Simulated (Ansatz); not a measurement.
**A computed series for hypothetical zinc blende SbAs: pressure series**

Take SbAs in the zinc blende structure (space group F-43m, No. 216; a hypothetical phase, not in the database extracts checked) as the base.

```yaml
crystal:
  lattice:
    - [0.00000, 3.24406, 3.24406]
    - [3.24406, 0.00000, 3.24406]
    - [3.24406, 3.24406, 0.00000]
  atoms:
    - { symbol: Sb, position: [0.75000, 0.75000, 0.75000] }
    - { symbol: As, position: [0.00000, 0.00000, 0.00000] }
```

Cell and atoms are relaxed at each pressure.

Computed with r2SCAN in Ansatz (plane waves to 500 eV, PAW, scalar-relativistic without spin-orbit coupling).

```json
[
 {"P (GPa)": "-2.01", "V (Å³/atom)": "36.013"},
 {"P (GPa)": "-1.01", "V (Å³/atom)": "35.021"},
 {"P (GPa)": "1.80", "V (Å³/atom)": "32.787"},
 {"P (GPa)": "4.19", "V (Å³/atom)": "31.297"},
 {"P (GPa)": "9.00", "V (Å³/atom)": "29.086"},
 {"P (GPa)": "18.00", "V (Å³/atom)": "26.318"},
 {"P (GPa)": "29.99", "V (Å³/atom)": "23.864"},
 {"P (GPa)": "44.99", "V (Å³/atom)": "21.810"},
 {"P (GPa)": "60.00", "V (Å³/atom)": "20.327"}
]
```

A third-order Birch–Murnaghan fit to these points gives V₀ = 34.12 Å³/atom, B₀ = 41 GPa and B₀′ = 4.0. At pressure 60 GPa the volume is 59.6 % of V₀.

Load acts through the strain it causes; cell and atoms are relaxed under it. No phonon test of stability was made. No other phases were tried under pressure. The final runs are not spin-polarised.

Ansatz is a program for electronic structure.
